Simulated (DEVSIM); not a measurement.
Device: Pd/SiO2/p-Si capacitor, at 250 K.

| layer (left to right) | material | thickness (nm) | Na (cm⁻³) |
|---|---|---|---|
| 1 | SiO2 | 4.00 | - |
| 2 | Si | 6000 | 9.1e15 |

Metal gate on the left, work function 5.2 eV. Fixed charge at the semiconductor interface 0 cm⁻² (in units of +e); no interface traps.

The device is made up for the run: typed textbook-type constants, with dimensions and the other settings drawn at random. Values at 300 K; Nc and Nv go as T^1.5, mobilities as T to minus their exponent, the gap by Varshni's rule with the affinity fixed.

| parameter | SiO2 | Si |
|---|---|---|
| gap (eV) | 9 | 1.124 |
| affinity (eV) | 0.9 | 4.05 |
| permittivity | 3.9 | 11.7 |
| Nc (cm⁻³) | - | 2.86e19 |
| Nv (cm⁻³) | - | 3.1e19 |
| Varshni α (eV/K) | - | 0.000473 |
| Varshni β (K) | - | 636 |

Simulated with DEVSIM: 1D Poisson equation in equilibrium, Boltzmann statistics, complete ionisation; no quantum confinement or tunnelling. Metal contacts follow the ideal Schottky-Mott rule: no Fermi-level pinning, no interface dipoles.

The substrate doping was swept, all else fixed.

```tsv
substrate doping (cm^-3)	minimum of the low-frequency capacitance (μF/cm²)	flat-band voltage (V)	threshold voltage (band bending 2φF) (V)
4.6e14	0.00849	0.25	0.93
9.1e14	0.0118	0.23	0.95
1.8e15	0.0156	0.22	0.97
4.6e15	?	0.20	?
9.1e15	0.0330	0.18	1.04
1.8e16	0.0442	0.17	1.08
```

Question: Fill in the missing entries.

Answer: 
- 4.6e15, minimum of the low-frequency capacitance (μF/cm²): 0.0238
- 4.6e15, threshold voltage (band bending 2φF) (V): 1.01
